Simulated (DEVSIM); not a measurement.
Structure: abrupt GaP n-p junction, at 300 K.

| layer (left to right) | material | thickness (μm) | Nd (cm⁻³) | Na (cm⁻³) | τn (s) | τp (s) |
|---|---|---|---|---|---|---|
| 1 | GaP | 0.440 | 4.3e17 | - | 1.3e-6 | 1.3e-6 |
| 2 | GaP | 3.10 | - | 1.3e16 | 1.3e-6 | 1.3e-6 |

Left contact: ohmic. Right contact: ohmic. Voltage is applied to the left contact. Recombination: SRH at mid-gap, Auger. Mobility is μmin + (μ − μmin)/(1 + (N/Nref)^α).

The device is made up for the run: typed textbook-type constants, with dimensions and the other settings drawn at random. Values at 300 K; Nc and Nv go as T^1.5, mobilities as T to minus their exponent, the gap by Varshni's rule with the affinity fixed.

| parameter | GaP |
|---|---|
| gap (eV) | 2.26 |
| affinity (eV) | 3.8 |
| permittivity | 11.1 |
| Nc (cm⁻³) | 1.8e19 |
| Nv (cm⁻³) | 1.9e19 |
| μn (cm²/Vs) | 250 |
| μp (cm²/Vs) | 150 |
| μn,min | 10 |
| μp,min | 10 |
| Nref,n | 4.4e18 |
| Nref,p | 1e18 |
| αn | 0.8 |
| αp | 0.85 |
| T exponent of μn | 1.6 |
| T exponent of μp | 1.98 |
| Cn (cm⁶/s) | 1e-30 |
| Cp (cm⁶/s) | 1e-30 |
| Varshni α (eV/K) | 0.00058 |
| Varshni β (K) | 372 |

DEVSIM, 1D drift-diffusion, Boltzmann statistics, complete ionisation; no tunnelling, impact ionisation, image-force lowering or self-heating.

Base results: dark forward voltage at 1 A/cm² (V) 1.785; largest field in the device at zero bias (V/cm) 90000; dark forward voltage at 100 A/cm² (V) 1.924; potential step across the device at zero bias (V) 1.975.

What follows from this one change: doping Na of layer 2 1.3e+16 → 3.9e+16 cm^-3?

dark forward voltage at 1 A/cm² 1.785 → 1.809 V; largest field in the device at zero bias 90000 → 150000 V/cm; dark forward voltage at 100 A/cm² 1.924 → 1.939 V; potential step across the device at zero bias 1.975 → 2.003 V.

What follows from this one change: temperature 300 → 350 K?

dark forward voltage at 1 A/cm² 1.785 → 1.674 V; largest field in the device at zero bias little changed (88000 V/cm); dark forward voltage at 100 A/cm² 1.924 → 1.837 V; potential step across the device at zero bias 1.975 → 1.893 V.
